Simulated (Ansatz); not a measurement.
# Cd (space group R-3m, No. 166; a cell from a computed database, its experimental status unchecked)

```cif
data_Cd3
_chemical_formula_sum 'Cd3'
_space_group_name_H-M_alt 'R-3m :H'
_space_group_IT_number 166
_space_group_name_Hall '-R 3 2"'
_cell_length_a 3.18562
_cell_length_b 3.18562
_cell_length_c 7.17486
_cell_angle_alpha 90.000
_cell_angle_beta 90.000
_cell_angle_gamma 120.000
loop_
_atom_site_label
_atom_site_type_symbol
_atom_site_symmetry_multiplicity
_atom_site_Wyckoff_symbol
_atom_site_fract_x
_atom_site_fract_y
_atom_site_fract_z
_atom_site_occupancy
Cd1 Cd 3 a 0.00000 0.00000 0.00000 1
```
(The calculation used a cell of 1 atom; values per cell refer to that cell.)

All numbers come from PBEsol/PAW in Ansatz (a quantum-chemistry and plane-wave program), no SOC. k-mesh 18×18×18 (Γ-centred); smearing 0.05 eV (Fermi–Dirac).

| Item | Result |
|---|---|
| Volume per atom | 21.02 Å³ |
| Density | 8.88 g/cm³ |
| Band gap | zero |
| Total energy | -8184.049 eV/atom (σ→0; compares only within this code and set-up) |

No phonon test of stability was made. This is not the structure that Cd has at room temperature and ambient pressure.
